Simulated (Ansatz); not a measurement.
System: rock-salt NaH. Method: PBE (PAW; Ansatz, a program for electronic structure).

Settings: plane-wave cutoff 520 eV, 12×12×12 k mesh, Fermi–Dirac smearing 0.01 eV, scalar-relativistic PAW data made under PBE.

Pressure at four volumes; x = ln(V/14.100 Å³). One pressure is withheld.

```json
[
 {"V (Å³/atom)": "13.254", "x": "-0.0619", "P (GPa)": "?"},
 {"V (Å³/atom)": "13.536", "x": "-0.0408", "P (GPa)": "1.026"},
 {"V (Å³/atom)": "14.100", "x": "0.0000", "P (GPa)": "0.003"},
 {"V (Å³/atom)": "14.946", "x": "0.0583", "P (GPa)": "-1.211"}
]
```

**Question.** Pass a parabola P(x) through the three rows shown, estimate the bulk modulus and its pressure derivative near zero pressure, and predict the withheld pressure.

**Answer.** Slopes between the rows: (0.003 − (1.026))/(0.0000 − (-0.0408)) = -25.07 and (-1.211 − (0.003))/(0.0583 − (0.0000)) = -20.82 GPa. Their difference over the span 0.0991 is c = 4.25/0.0991 = 42.9 GPa, so P(x) = 1.026 + (-25.07)(x − (-0.0408)) + 42.9 (x − (-0.0408))(x − (0.0000)). At the middle row B = −dP/dx = −[-25.07 + 42.9 × 0.0408] = 23.3 GPa, and B′ = dB/dP = 2c/B = 3.7. At x = -0.0619 the parabola gives 1.611 GPa; the run gives 1.616 GPa. The Birch–Murnaghan fit to the energies at all volumes has B0 = 23.2 GPa and B′ = 3.7.

Measured, for comparison: bulk modulus 19.4 ± 2 GPa (room temperature, no zero-point or thermal correction; as tabulated in High-pressure studies of NaH to 54 GPa). Computed less measured: bulk modulus +20 % (against room or unstated temperature, where such soft solids are markedly softer).
